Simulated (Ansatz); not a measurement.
**BaH₂ (P6₃/mmc, No. 194, 6 atoms in the cell; start mp-1182102; a measured phase of this formula has another space group)**

Calculation: HSE06 in Ansatz (plane waves, PAW).

Numerical settings: plane-wave cutoff 460 eV, 6×6×4 k mesh (along the axes of the cell as run), Fermi–Dirac smearing 0.01 eV, scalar-relativistic PAW data made under PBE.

Cell (relaxed with PBEsol):

```cif
data_H4Ba2
_chemical_formula_sum 'Ba2 H4'
_space_group_name_H-M_alt 'P63/mmc'
_space_group_IT_number 194
_space_group_name_Hall '-P 6c 2c'
_cell_length_a 4.38409
_cell_length_b 4.38409
_cell_length_c 5.79283
_cell_angle_alpha 90.000
_cell_angle_beta 90.000
_cell_angle_gamma 120.000
loop_
_atom_site_label
_atom_site_type_symbol
_atom_site_symmetry_multiplicity
_atom_site_Wyckoff_symbol
_atom_site_fract_x
_atom_site_fract_y
_atom_site_fract_z
_atom_site_occupancy
Ba1 Ba 2 c 0.33333 0.66667 0.25000 1
H1 H 2 d 0.66667 0.33333 0.25000 1
H2 H 2 a 0.00000 0.00000 0.00000 1
```

For BaH₂ (P6₃/mmc, No. 194, 6 atoms in the cell; start mp-1182102; a measured phase of this formula has another space group), the band gap is 2.80 eV and the smallest direct gap on the k points sampled is 3.68 eV. The direct gap at Γ is 3.92 eV.

Note: cell and atoms aren't relaxed at this level (pressure 1.8 GPa).

Spin–orbit coupling is not included.

Static lattice: no zero-point or thermal effects.

The result took very roughly 2.8 core-minutes.

A start named mp-… is a Materials Project structure, which need not be a measured phase.

Ansatz is a first-principles code.
